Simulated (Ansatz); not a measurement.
Levels about the gap of amorphous Ti₂₀O₄₃W (64 atoms in a cell of 852 Å³, 3.57 g/cm³; zone centre alone, so wide bands show as single levels with stretches between that a denser mesh fills), at the geometry that PBE relaxed, where it gives 0.0 GPa on a denser mesh. The participation number counts the atoms over which a state spreads; weights are charges in smoothed Voronoi cells. The levels come from a single point, so bond lengths are those of that geometry. Method of the levels: PBE, scalar-relativistic without spin-orbit coupling (Ansatz, an electronic-structure program). Sampling: the zone centre alone; Fermi-Dirac width 0.02 eV; no spin polarisation. At PBE the levels at both edges of the gap are localised (band-tail or defect states), and the nearest spread-out levels lie 2.9 eV apart at the zone centre.

The cell was made by melting and quenching with the CHGNet potential and then relaxed with DFT. O atoms were pushed apart under 1.9 Å during the dynamics, to hinder bonds among them. The hot cell started wider than the set density and was brought back towards it in steps. It is the lowest in DFT energy of 2 quenches. It is a model cell: composition and starting density were chosen by hand, and all elements were melted together. No dispersion term was used. Its density started from a set value of 3.83 and ended at 3.57 g/cm³. Cooling (nominally 240 K/ps over its main leg) ran many orders faster than in experiment, which tends to leave more defects and strain. A cell of this size samples the disorder only roughly. Volume and shape were free in the relaxation.

| E - E(highest filled), eV | filling | participation number | largest on | weight O | weight Ti | weight W |
|---|---|---|---|---|---|---|
| -0.43 | filled | 30.4 | O, 2 neighbours | 0.93 | 0.07 | 0.00 |
| -0.32 | filled | 19.3 | O, 2 neighbours | 0.94 | 0.06 | 0.00 |
| -0.25 | filled | 16.8 | O, 2 neighbours | 0.93 | 0.06 | 0.00 |
| -0.21 | filled | 19.0 | O, 3 neighbours | 0.93 | 0.06 | 0.00 |
| -0.17 | filled | 17.3 | O, 3 neighbours | 0.93 | 0.06 | 0.00 |
| -0.16 | filled | 11.1 | O, 3 neighbours | 0.94 | 0.06 | 0.00 |
| 0.00 | filled | 7.1 | O, 2 neighbours | 0.92 | 0.08 | 0.00 |
| 2.60 | empty | 5.0 | Ti, 6 neighbours | 0.22 | 0.78 | 0.00 |
| 2.78 | empty | 19.9 | Ti, 5 neighbours | 0.19 | 0.75 | 0.05 |
| 2.82 | empty | 20.8 | Ti, 6 neighbours | 0.21 | 0.72 | 0.08 |
| 2.87 | empty | 11.7 | Ti, 6 neighbours | 0.18 | 0.80 | 0.02 |
| 2.89 | empty | 18.9 | Ti, 5 neighbours | 0.20 | 0.78 | 0.02 |
| 2.94 | empty | 19.3 | Ti, 6 neighbours | 0.20 | 0.76 | 0.05 |
| 2.96 | empty | 19.7 | Ti, 6 neighbours | 0.18 | 0.81 | 0.01 |

Most localised among these is the empty level at +2.60 eV, on a Ti atom, which has 6 neighbours (O 1.92 Å, O 1.93 Å, O 1.97 Å, O 2.06 Å, O 2.09 Å, O 2.11 Å).
